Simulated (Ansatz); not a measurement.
System: corundum Ga₂O₃ (metastable phase). Method: RPBE in Ansatz (PAW).

Run with plane-wave cutoff 520 eV, 8×8×8 k mesh, Fermi–Dirac smearing 0.01 eV, scalar-relativistic PAW data made under PBE.

Cell (relaxed at this level):

Space group R-3c, hexagonal axes (No. 167); a = b = 5.098 Å, c = 13.755 Å, α = β = 90.00°, γ = 120.00°

| atom | site | symmetry | x | y | z |
|---|---|---|---|---|---|
| Ga | 12c | 3. | 0.0000 | 0.0000 | 0.1443 |
| O | 18e | .2 | 0.3034 | 0.3034 | 0.2500 |
(The calculation used a cell of 10 atoms; values per cell refer to that cell.)

Problem. Predict the bulk modulus B0, band gap, smallest direct gap on the k points sampled and pressure derivative B′ of the bulk modulus.

Solution. 
- bulk modulus B0: 184 GPa
- band gap: 2.23 eV (indirect)
- smallest direct gap on the k points sampled: 2.45 eV
- pressure derivative B′ of the bulk modulus: 4.5

Measured, for comparison: bulk modulus 220 ± 9 GPa (room temperature, no zero-point or thermal correction, equation of state from high-pressure X-ray diffraction, our sources range from 220 to 252; as tabulated in Phys. Rev. B 77, 094123 (2008), gallium oxide under pressure (UNLV record)). Computed (rounded) less measured: bulk modulus not scored (sources differ).

Note: the bulk modulus comes from volumes at which shape and atoms were relaxed.

Spin–orbit coupling is not included.

Static lattice: no zero-point or thermal effects.

The result took very roughly 12 core-minutes.

Ansatz is a first-principles code.
